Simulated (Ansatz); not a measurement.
**Cubic perovskite SrVO3**

Method: LDA in Ansatz (PAW).

Run with plane-wave cutoff 520 eV, 12×12×12 k mesh, Fermi–Dirac smearing 0.1 eV, perturbation theory, force constants from a 4×4×4 q mesh, no spin polarisation, scalar-relativistic PAW data made under PBE.

Cell: relaxed at this level.

| Quantity | Value |
|---|---|
| zero-point energy | 0.066 eV/atom |

Cost on a shared machine: around 70 core-minutes (rough).

Ansatz is a program for electronic structure.
